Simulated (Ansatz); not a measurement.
Consider Ti in the hcp (Mg type) structure (space group P6_3/mmc, No. 194; a = 2.937 Å, c = 4.641 Å; relaxed with 0.1 eV smearing).

Calculations: plane-wave PAW DFT at the r2SCAN level (Ansatz, a quantum-chemistry and plane-wave program, 500 eV), spin-orbit coupling left out, earlier PAW set.

For the base:

```
Item       Result
--------  -------
Pressure  0.0 GPa
Band gap     zero
```

The change: an isotropic linear strain of −1.02 %, atoms relaxed at fixed cell.

Question: Predict the new pressure.

Answer: The pressure (mean of the normal stresses, compression positive) goes from zero to 3.8 GPa.

Question: How does this affect the energy relative to the base?

Answer: The energy goes up by 6.0 meV/atom.

Question: What does the calculation give for the band gap after the change?

Answer: The band gap stays zero.

Stability against distortions was not tested. All final runs are without spin polarisation.
